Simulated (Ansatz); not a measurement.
The parent structure is GaN in the zinc blende structure (space group F-43m, No. 216; a = 4.4981 Å). Axes: x, y, z lie along the cube axes.

All numbers come from PBEsol (Ansatz, an electronic-structure program; PAW; 420 eV plane waves; scalar-relativistic without spin-orbit coupling).

Base values:

The shortest interatomic distance is 194.8 pm.

One thing is altered: compressive biaxial strain of 0.50 % in the plane normal to [001], as in epitaxy on a mismatched substrate; the out-of-plane cell vector and the atoms relax.

Problem. What happens to the energy relative to the base?

Solution. The energy goes up by 0.5 meV/atom.

Problem. How does this affect the in-plane stress?

Solution. The mean in-plane stress (compression positive) comes out as +1.3 GPa.

Problem. How does this affect the shortest interatomic distance?

Solution. The shortest interatomic distance falls by 0.3 pm to 194.5 pm.

Stability against distortions was not tested. This is not the structure that GaN has at room temperature and ambient pressure.
